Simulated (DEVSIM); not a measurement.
System: GaN p-n junction from an implanted or diffused profile, at 300 K.

Layer 1 from the left is GaN, thickness (μm) 21.0, Nd (cm⁻³) 2e16, τn (s) 7.8e-8, τp (s) 7.8e-8.

Added acceptor profile: 1.6e18 cm⁻³ × exp(−(x − 0.069 μm)²/(2·(0.11 μm)²)). Left contact: ohmic. Right contact: ohmic. Voltage is applied to the left contact. Recombination: SRH at mid-gap, radiative. Mobility is constant in doping.

This is a model device: material constants are rounded textbook-type values typed into the input, and sizes, dopings and lifetimes were drawn at random. Values at 300 K.

GaN: gap (eV) 3.43, affinity (eV) 4.1, permittivity 9.5, Nc (cm⁻³) 2.3e18, Nv (cm⁻³) 4.6e19, μn (cm²/Vs) 1200, μp (cm²/Vs) 100, B (cm³/s) 1e-11.

Model (solved in DEVSIM): 1D drift-diffusion, Boltzmann statistics, complete ionisation; no tunnelling, impact ionisation, image-force lowering or self-heating.

### Question
What does the simulation give for the dark forward voltage at 1 A/cm², the potential step across the device at zero bias, the dark forward voltage at 100 A/cm²?

### Answer
dark forward voltage at 1 A/cm² 2.994 V; potential step across the device at zero bias 3.215 V; dark forward voltage at 100 A/cm² 3.159 V.
